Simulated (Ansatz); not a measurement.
## MgS (model structure, started from the HgTe type, Fm-3m, No. 225, 6 atoms in the cell)

These are LDA (Ansatz, a quantum-chemistry and plane-wave program, PAW) values and carry that method's errors.

Numerical settings: plane-wave cutoff 520 eV, 12×12×4 k mesh (along the axes of the cell as run), Fermi–Dirac smearing 0.01 eV, scalar-relativistic PAW data made under PBE.

Cell (relaxed at this level):

```cif
data_Mg4S4
_chemical_formula_sum 'Mg4 S4'
_space_group_name_H-M_alt 'Fm-3m'
_space_group_IT_number 225
_space_group_name_Hall '-F 4 2 3'
_cell_length_a 5.12920
_cell_length_b 5.12920
_cell_length_c 5.12920
_cell_angle_alpha 90.000
_cell_angle_beta 90.000
_cell_angle_gamma 90.000
loop_
_atom_site_label
_atom_site_type_symbol
_atom_site_symmetry_multiplicity
_atom_site_Wyckoff_symbol
_atom_site_fract_x
_atom_site_fract_y
_atom_site_fract_z
_atom_site_occupancy
Mg1 Mg 4 a 0.00000 0.00000 0.00000 1
S1 S 4 b 0.50000 0.50000 0.50000 1
```
(The calculation used a cell of 6 atoms; values per cell refer to that cell.)

For MgS (model structure, started from the HgTe type, Fm-3m, No. 225, 6 atoms in the cell), the band gap is 2.65 eV (indirect). The smallest direct gap on the k points sampled is 3.64 eV. The Γ–Γ gap comes out as 3.83 eV.

The computed numbers hold no vibrational or temperature effects.

A model structure was made by putting elements into a prototype or built by hand; here it ended with the formula and space group of a phase in our tables.
